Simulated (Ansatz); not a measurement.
**Short convergence ladders for InAs (F-43m, 2 atoms in the cell)**

```
CELL_PARAMETERS angstrom
      0.00000     3.02091     3.02091
      3.02091     0.00000     3.02091
      3.02091     3.02091     0.00000
ATOMIC_POSITIONS crystal
  In 0.00000 0.00000 0.00000
  As 0.25000 0.25000 0.25000
```

Base method: LDA (PW92), default PAW files made with PBE (plane waves; Ansatz, an electronic-structure program).

Base settings: basis.ecutwfc = 420 eV; kpoints.mp_grid.grid = 7 7 7; hamiltonian.xc = lda; hamiltonian.pseudopotentials = {kind: paw} (the program's default PAW files); scf.occupations.method = fermi_dirac; scf.occupations.width = 0.05 eV.

**Zone-centre phonons against the mesh**

In this ladder: phonons.method = dfpt.

Frequencies are those of the unrelaxed cell, without the LO-TO term of polar crystals.

Only quantities that move along the ladder and can be compared are tabulated.

```tsv
kpoints.mp_grid.grid	highest zone-centre frequency (cm⁻¹)
3 3 3	185.3
5 5 5	206.6
11 11 11	212.3
17 17 17	212.8
21 21 21	212.9
```

Coarsest kpoints.mp_grid.grid that holds the highest zone-centre frequency within 10 cm⁻¹ of the last step, with all finer ones: 5 5 5; the step before is off by 28 cm⁻¹.

**The q mesh of the phonons**

In this ladder: kpoints.mp_grid.grid = 12 12 12; phonons.method = dfpt.

Only quantities that move along the ladder and can be compared are tabulated.

Thermal sums run over frequencies interpolated from this q mesh.

```tsv
phonons.qmesh	vibrational free energy at 300 K (meV/atom)
1 1 1	-31.57
2 2 2	-40.60
3 3 3	-40.23
```

Coarsest phonons.qmesh that holds the vibrational free energy at 300 K within 1 meV/atom of the last step, with all finer ones: 2 2 2; the step before is off by 8.7 meV/atom.

On the base run: the starting cell has typed, rounded lattice constants, without a prior relaxation at this level. Its lattice was rescaled by up to half a per cent. The run gives no clean gap (levels at the Fermi energy touch, overlap or are partly filled at this smearing), which alone does not show that the compound is a metal.

Left out of this page: 1 run of the series stopped by limits of time or memory.

Keys are those of Ansatz 0.2.
